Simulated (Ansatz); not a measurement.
Input and output of a self-consistent single point for SiSbPt5 (P4mm, 7 atoms in the cell) (Ansatz, a first-principles code).

Method of the run: LDA (PW92), default PAW files made with PBE (plane waves; Ansatz).

```
CELL_PARAMETERS angstrom
      3.91277     0.00000     0.00000
      0.00000     3.91277     0.00000
      0.00000     0.00000     7.48421
ATOMIC_POSITIONS crystal
  Si 0.50000 0.50000 0.00668
  Sb 0.00000 0.00000 0.50000
  Pt 0.00000 0.00000 0.00000
  Pt 0.50000 0.00000 0.74882
  Pt 0.50000 0.00000 0.25118
  Pt 0.00000 0.50000 0.74882
  Pt 0.00000 0.50000 0.25118
```

Reference input (self-consistent single point, DFT, LDA (PW92), plane waves, default PAW files made with PBE): basis.ecutwfc = 30.9 Ry; kpoints.mp_grid.grid = 9 9 5; hamiltonian.xc = lda; hamiltonian.pseudopotentials = {kind: paw} (the program's default PAW files); scf.occupations.method = gaussian; scf.occupations.width = 0.0073 Ry. This run's input differs from it in these lines:

Ansatz 0.2 input:
```diff
@@ -16,3 +16,3 @@
 kpoints:
-  mp_grid: { grid: [9, 9, 5] }
+  mp_grid: { grid: [5, 5, 3] }
 hamiltonian:
```

Output (repeated stretches shortened):

```
SCF iter   1: F=—  HF=-68171.348306 eV  |F-HF|=—  |Δ(HF+E_count)|=         —  Δρ=7.48e-3  dr2=3.36e-2  ethr=1.77e-3  ⟨swp⟩=5.7  Hψ=2892  notcnv=0  defer=3
all-band conjugate gradients solve this SCF's bands
preconditioner: auto → LDOS
SCF iter   2: F=—  HF=-68171.343813 eV  |F-HF|=—  |Δ(HF+E_count)|=   4.49e-3  Δρ=2.66e-3  dr2=1.17e-2  ethr=3.08e-5  ⟨swp⟩=2.1  Hψ=1327  notcnv=0  defer=9
   [... lines left out ...]
SCF iter   5: F=—  HF=-68171.339694 eV  |F-HF|=—  |Δ(HF+E_count)|=   4.37e-5  Δρ=7.50e-5  dr2=1.33e-5  ethr=1.88e-7  ⟨swp⟩=2.0  Hψ=1148  notcnv=0  defer=9
SCF iter   6: F=—  HF=-68171.339690 eV  |F-HF|=—  |Δ(HF+E_count)|=   4.20e-6  Δρ=2.18e-5  dr2=1.91e-6  ethr=1.22e-8  ⟨swp⟩=2.1  Hψ=1075  notcnv=0  defer=9
SCF iter   7: F=—  HF=-68171.339689 eV  |F-HF|=—  |Δ(HF+E_count)|=   2.78e-7  Δρ=1.07e-5  dr2=2.75e-7  ethr=1.75e-9  ⟨swp⟩=2.0  Hψ=965  notcnv=0  defer=9
SCF iter   8: F=-68171.339689 eV  HF=-68171.339689 eV  |F-HF|=9.20e-9  |Δ(HF+E_count)|=   3.99e-8  Δρ=2.22e-6  dr2=1.05e-8  ethr=9.17e-11  ⟨swp⟩=9.3  Hψ=3249  notcnv=0
SCF 1 converged in 8 iterations: F = -68171.339689 eV  dr2 = 1.05e-8
Free energy (F): -68171.339689 eV
Internal energy: -68171.302483 eV  (E = F + TS)
E sigma→0 (E₀):  -68171.321086 eV
Entropy (-TS):   -0.037206 eV (-5.315 meV/atom)
Fermi energy:    19.508192 eV
--- Forces (eV/Å), atoms counted from 1 ---
  atom   1  Si    -0.00000000     0.00000000    -0.10311952
  atom   2  Sb     0.00000000     0.00000000     0.09691412
  atom   3  Pt     0.00000000     0.00000000    -0.08438171
  atom   4  Pt    -0.00000000     0.00000000     0.15526810
  atom   5  Pt    -0.00000000     0.00000000    -0.10998466
  atom   6  Pt    -0.00000000     0.00000000     0.15526810
  atom   7  Pt     0.00000000     0.00000000    -0.10998466
--- Stress (GPa, compression-positive) ---
       -4.330297       0.000000       0.000000
        0.000000      -4.330297       0.000000
        0.000000       0.000000      -2.096468
  P = ⅓ Tr σ = -3.5857 GPa (-35.857 kbar)
  The stress holds the Pulay correction. Without it, at fixed plane waves, as pw.x and ABINIT print it: P = -3.6424 GPa
```

The run converged in 8 iterations. Against the reference run the free energy goes up by 7.5 meV/atom, the pressure stays near -3.59 GPa while the zz stress (positive for compression) goes from -3.02 to -2.10 GPa and the largest force goes from 0.107 to 0.155 eV/Å.

The starting cell comes from a database of computed structures (which also holds hypothetical and non-ambient phases and stackings), without a prior relaxation at this level. Its lattice was rescaled by up to half a per cent. One atom was moved a little off its site on purpose. Spin-orbit coupling is off. Spin polarisation is off. With a pressure of about -4 GPa the cell is away from its equilibrium volume at this level. Ansatz's pressure includes its estimate of the finite-basis (Pulay) stress.
